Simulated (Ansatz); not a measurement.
# A computed series for Ta: response to strain

Take Ta in the bcc (W type) structure (space group Im-3m, No. 229; relaxed with 0.1 eV smearing) as the base.

```yaml
crystal:
  lattice:
    - [-1.65317, 1.65317, 1.65317]
    - [1.65317, -1.65317, 1.65317]
    - [1.65317, 1.65317, -1.65317]
  atoms:
    - { symbol: Ta, position: [0.00000, 0.00000, 0.00000] }
```

Cartesian axes are those of the cell as printed.

Strains are applied to the cell and any free atomic positions relax; under biaxial strain the out-of-plane vector relaxes too; under stress the whole cell relaxes.

Method: Ansatz (a quantum-chemistry and plane-wave program), r2SCAN, PAW, cutoff 500 eV, scalar-relativistic without spin-orbit coupling, earlier PAW set.

Notes on the quantities. pressure: mean of the normal stresses, compression positive; energy relative to the base: free energy F.

```json
[
 {"change": "base", "pressure": "0.0 GPa", "space group": "Im-3m (No. 229)", "volume per atom": "18.07 Å³", "energy relative to the base": "0 meV/atom"},
 {"change": "biaxial strain +1.32 %, plane normal [001], relaxed out of plane", "pressure": "-2.0 GPa", "space group": "I4/mmm (No. 139)", "volume per atom": "18.26 Å³", "energy relative to the base": "+4.5 meV/atom"},
 {"change": "biaxial strain +2.14 %, plane normal [001], relaxed out of plane", "pressure": "-3.0 GPa", "space group": "I4/mmm (No. 139)", "volume per atom": "18.37 Å³", "energy relative to the base": "+11 meV/atom"},
 {"change": "biaxial strain −0.25 %, plane normal [111], relaxed out of plane", "pressure": "0.5 GPa", "space group": "R-3m (No. 166)", "volume per atom": "18.03 Å³", "energy relative to the base": "+0.2 meV/atom"},
 {"change": "isotropic strain −1.22 %", "pressure": "7.9 GPa", "space group": "Im-3m (No. 229)", "volume per atom": "17.42 Å³", "energy relative to the base": "+16 meV/atom"},
 {"change": "isotropic strain +0.66 %", "pressure": "-3.8 GPa", "space group": "Im-3m (No. 229)", "volume per atom": "18.43 Å³", "energy relative to the base": "+4.4 meV/atom"},
 {"change": "uniaxial strain ε_yy = −2.79 %", "pressure": "___", "space group": "I4/mmm (No. 139)", "volume per atom": "17.57 Å³", "energy relative to the base": "+13 meV/atom"},
 {"change": "uniaxial strain ε_zz = +2.77 %", "pressure": "-5.2 GPa", "space group": "I4/mmm (No. 139)", "volume per atom": "18.57 Å³", "energy relative to the base": "+11 meV/atom"},
 {"change": "uniaxial stress, 2 GPa compression along x", "pressure": "–", "space group": "I4/mmm (No. 139)", "volume per atom": "___", "energy relative to the base": "+1.5 meV/atom"},
 {"change": "tensor shear ε_xy = −0.38 %", "pressure": "0.0 GPa", "space group": "Fmmm (No. 69)", "volume per atom": "18.07 Å³", "energy relative to the base": "+0.2 meV/atom"}
]
```

Question: What belongs in the blanks?

Answer: 
- uniaxial strain ε_yy = −2.79 %, pressure: 6.1 GPa
- uniaxial stress, 2 GPa compression along x, volume per atom: 18.02 Å³

Beyond what the load breaks, stability against distortions was not tested. The final runs are not spin-polarised.
